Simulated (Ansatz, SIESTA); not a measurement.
**Code comparison for LaGe2Pd2 (I4/mmm, 5 atoms in the cell)**

Self-consistent single point.

```xyz
5
Lattice="-2.1948 2.1948 5.0520 2.1948 -2.1948 5.0520 2.1948 2.1948 -5.0520" Properties=species:S:1:pos:R:3 pbc="T T T"
La     0.0000     0.0000     0.0000
Ge     0.0000     0.0000     6.3063
Ge     0.0000     0.0000     3.7978
Pd     2.1948     0.0000     2.5260
Pd     0.0000     2.1948     2.5260
```

Shared settings, as Ansatz (a program for electronic structure) writes them: kpoints.mp_grid.grid = 7 7 7; magnetization.spin_orbit = true; scf.occupations.method = fermi_dirac; scf.occupations.width = 0.1 eV. Potentials and cutoffs stand in the table.

```tsv
code	model	pressure (GPa)	largest force (eV/Å)	cutoff
Ansatz	PBEsol with spin-orbit coupling, PAW files made with PBE	-3.11	0.176	default
SIESTA	GGA PBEsol with spin-orbit coupling, numerical atomic orbitals DZP, PseudoDojo PBEsol fully relativistic norm-conserving potentials (rewritten from UPF to PSML)	–	0.280	grid 400 Ry
```

A dash marks a value that a program does not give, or that is left out as unsure.

The spread over the programs that give each value: largest force within 0.104 eV/Å.

SIESTA uses small atom-centred bases, whose incompleteness enters pressures, forces and empty levels differently from a plane-wave cutoff.

The starting cell comes from a database of computed structures (which also holds hypothetical and non-ambient phases and stackings), without a prior relaxation at this level.

Keys are those of Ansatz 0.2.
